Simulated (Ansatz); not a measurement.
The reference is a 12-atom supercell of Al₂Cu (space group I4/mcm, No. 140; a = 6.006 Å, c = 4.791 Å) at its relaxed geometry.

Calculations: r2SCAN (Ansatz, a first-principles code), scalar-relativistic without spin-orbit coupling, earlier PAW set.

Base values:

| Quantity | Value |
|---|---|
| Pressure | 0.1 GPa |

It is then changed as follows: a neutral Al vacancy, atoms relaxed at fixed cell, starting from a slightly rattled geometry.

What happens to the pressure and largest displacement of a host atom from its site in the perfect cell?

The pressure falls by 2.44 GPa to -2.4 GPa; the largest displacement of a host atom from its site in the perfect cell comes out as 0.11 Å.

In so small a cell the defect repeats every few ångströms: this is an ordered compound, not a dilute defect. All final runs are without spin polarisation. The defect cell is not spin-polarised.
